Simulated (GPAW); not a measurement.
# GPAW run on As₂Ru (Pnnm, 6 atoms in the cell): self-consistent single point

Level of theory: LDA (Perdew-Wang 92), GPAW PAW datasets LDA (gpaw-data 1.0.1) (plane waves; GPAW 25.7.0).

Input as run:

```python
from ase import Atoms
from ase.units import GPa
from gpaw import GPAW

atoms = Atoms(['As', 'As', 'As', 'As', 'Ru', 'Ru'],
              cell=[[5.435560, 0.000000, 0.000000],
                    [0.000000, 6.205950, 0.000000],
                    [0.000000, 0.000000, 3.001150]],
              positions=[[1.789495, 5.376525, 1.500575],
                         [3.646065, 0.829425, 1.500575],
                         [4.507275, 3.932400, 0.000000],
                         [0.928285, 2.273550, 0.000000],
                         [2.717780, 3.102975, 1.500575],
                         [0.000000, 0.000000, 0.000000]],
              pbc=True)

calc = GPAW(mode={'name': 'pw', 'ecut': 600},
            xc='LDA',
            kpts={'size': (3, 3, 6), 'gamma': True},
            occupations={'name': 'fermi-dirac', 'width': 0.01},
            nbands=-6,
            convergence={'density': 1e-05, 'bands': -4},
            symmetry={'symmorphic': False, 'tolerance': 0.0005},
            maxiter=120)

atoms.calc = calc

energy = atoms.get_potential_energy()
print('Energy (eV):', round(energy, 6))
forces = atoms.get_forces()
print('Forces (eV/Ang):')
print(forces.round(5))
stress = atoms.get_stress()
print('Stress (GPa, Voigt):', (stress / GPa).round(4))
```

The program printed (abridged):

```
Input parameters:
  convergence: {bands: -4,
                density: 1e-05}
  kpts: {gamma: True,
         size: (3, 3, 6)}
  maxiter: 120
  mode: {ecut: 600,
         name: pw}
  nbands: -6
  occupations: {name: fermi-dirac,
                width: 0.01}
  symmetry: {symmorphic: False,
             tolerance: 0.0005}

species:
  As:
    name: Arsenic
    Z: 33.0
    valence: 5
    core: 28
    charge: 0.0
    file: As.LDA.gz

    # Using partial waves for As as LCAO basis

  Ru:
    name: Ruthenium
    Z: 44.0
    valence: 16
    core: 28
    charge: 0.0
    file: Ru.LDA.gz

    # Using partial waves for Ru as LCAO basis

Reference energy: -491926.461206  # eV

Spin-paired calculation

Convergence criteria:
 Maximum [total energy] change in last 3 cyles: 0.0005 eV / valence electron
 Maximum integral of absolute [dens]ity change: 1e-05 electrons / valence electron
 Maximum integral of absolute [eigenst]ate change: 4e-08 eV^2 / valence electron
 Maximum number of scf [iter]ations: 120

Symmetries present (total): 8
Symmetries with fractional translations: 4
54 k-points: 3 x 3 x 6 Monkhorst-Pack grid + [0.000000,0.000000,1/12]
16 k-points in the irreducible part of the Brillouin zone
       k-points in crystal coordinates                weights
   0:     0.00000000    0.00000000    0.00000000          1/54
   1:     0.00000000    0.00000000    0.16666667          2/54
   2:     0.00000000    0.00000000    0.33333333          2/54
   [... 7 lines left out ...]
          ...
  15:     0.33333333    0.33333333    0.50000000          4/54

Wave functions: Plane wave expansion
  Cutoff energy: 600.000 eV
  Number of coefficients (min, max): 3349, 3402
  Pulay-stress correction: 0.000000 eV/Ang^3 (de/decut=0.000000)

Occupation numbers: Fermi-Dirac:
  width: 0.0100  # eV

Eigensolver

Densities:
  Coarse grid: 32*36*18 grid
  Fine grid: 64*72*36 grid
  Total Charge: 0.000000

Density mixing:
  Method: separate
  Backend: pulay
  Linear mixing parameter: 0.05
  old densities: 5
  Damping of long wavelength oscillations: 50

Hamiltonian:
  XC and Coulomb potentials evaluated on a 64*72*36 grid
  External potential:
    NoExternalPotential

Number of atoms: 6
Number of atomic orbitals: 42
Number of bands in calculation: 32
Number of valence electrons: 52
Bands to converge: 28

Density initialized from atomic densities
  32 bands from LCAO basis set

Atomic positions and initial magnetic moments

Positions:
   0 As     1.789495    5.376525    1.500575    ( 0.0000,  0.0000,  0.0000)
   1 As     3.646065    0.829425    1.500575    ( 0.0000,  0.0000,  0.0000)
   2 As     4.507275    3.932400    0.000000    ( 0.0000,  0.0000,  0.0000)
   3 As     0.928285    2.273550    0.000000    ( 0.0000,  0.0000,  0.0000)
   4 Ru     2.717780    3.102975    1.500575    ( 0.0000,  0.0000,  0.0000)
   5 Ru     0.000000    0.000000    0.000000    ( 0.0000,  0.0000,  0.0000)

Unit cell:
           periodic     x           y           z      points  spacing
  1. axis:    yes    5.435560    0.000000    0.000000    32     0.1699
  2. axis:    yes    0.000000    6.205950    0.000000    36     0.1724
  3. axis:    yes    0.000000    0.000000    3.001150    18     0.1667

  Lengths:   5.435560   6.205950   3.001150
  Angles:   90.000000  90.000000  90.000000

Effective grid spacing dv^(1/3) = 0.1696

     iter     time        total  log10-change:
                         energy   eigst   dens
iter:   1 --:--:--   -47.238047   +0.38
iter:   2 --:--:--   -47.053058   -1.03  -1.21
iter:   3 --:--:--   -46.373510   -1.15  -1.22
iter:   4 --:--:--   -46.456050   -1.85  -1.32
iter:   5 --:--:--   -46.022287   -1.67  -1.35
iter:   6 --:--:--   -46.217289   -1.49  -2.08
iter:   7 --:--:--   -45.997259   -1.80  -1.88
iter:   8 --:--:--   -46.019218   -2.90  -2.47
iter:   9 --:--:--   -46.005859c  -3.59  -2.36
iter:  10 --:--:--   -45.997415c  -2.77  -2.52
iter:  11 --:--:--   -45.996868c  -4.36  -3.20
iter:  12 --:--:--   -45.996839c  -5.34  -3.57
iter:  13 --:--:--   -45.996870c  -5.73  -3.61
iter:  14 --:--:--   -45.996956c  -5.45  -3.54
iter:  15 --:--:--   -45.996840c  -5.54  -3.44
iter:  16 --:--:--   -45.996807c  -5.60  -3.63
iter:  17 --:--:--   -45.996800c  -5.76  -3.77
iter:  18 --:--:--   -45.996802c  -7.08  -3.85
iter:  19 --:--:--   -45.996798c  -7.05  -3.88
iter:  20 --:--:--   -45.996796c  -7.41c -4.01
iter:  21 --:--:--   -45.996794c  -7.24  -4.05
iter:  22 --:--:--   -45.996794c  -7.25  -4.70
iter:  23 --:--:--   -45.996794c  -8.43c -5.39c

Converged after 23 iterations.

Dipole moment: (0.000000, 0.000000, -0.000000) |e|*Ang

Energy contributions relative to reference atoms: (reference = -491926.461206)

Kinetic:        +36.220196
Potential:      -39.084003
External:        +0.000000
XC:             -42.615249
Entropy (-ST):   -0.000000
Local:           -0.517738
SIC:             +0.000000
--------------------------
Free energy:    -45.996794
Extrapolated:   -45.996794

Showing only first 2 kpts
 Kpt  Band  Eigenvalues  Occupancy
  0    24      8.30768    2.00000
  0    25      8.44216    2.00000
  0    26     10.67037    0.00000
  0    27     11.36153    0.00000

  1    24      7.92153    2.00000
  1    25      8.08936    2.00000
  1    26      9.33783    0.00000
  1    27     10.41939    0.00000

Fermi level: 8.94960

Gap: 0.645 eV
Transition (v -> c):
  (s=0, k=5, n=25, [0.00, 0.33, 0.17]) -> (s=0, k=2, n=26, [0.00, 0.00, 0.33])
Direct/indirect transitions are different
Direct gap: 0.953 eV
Transition at: (s=0, k=6, n=25, [0.00, 0.33, 0.33])
Energy (eV): -45.996794

Forces in eV/Ang:
  0 As   -0.11768   -0.15711    0.00000
  1 As    0.11768    0.15711    0.00000
  2 As   -0.11768    0.15711    0.00000
  3 As    0.11768   -0.15711    0.00000
  4 Ru    0.00000    0.00000    0.00000
  5 Ru    0.00000    0.00000    0.00000

Stress tensor:
     0.034989     0.000000     0.000000
     0.000000     0.041387     0.000000
     0.000000     0.000000     0.036719
Stress (GPa, Voigt): [5.6058 6.6308 5.883  0.     0.     0.    ]
```

The run converged in 23 iterations. GPAW prints stress with tension positive.

The starting cell comes from a database of computed structures (which also holds hypothetical and non-ambient phases and stackings), without a prior relaxation at this level. With a pressure of about -6 GPa the cell is away from its equilibrium volume at this level. Another mesh or the band path of this cell gives a smaller gap, so this value is not converged in the mesh.

Cost on one core of a shared machine: roughly 40 s.
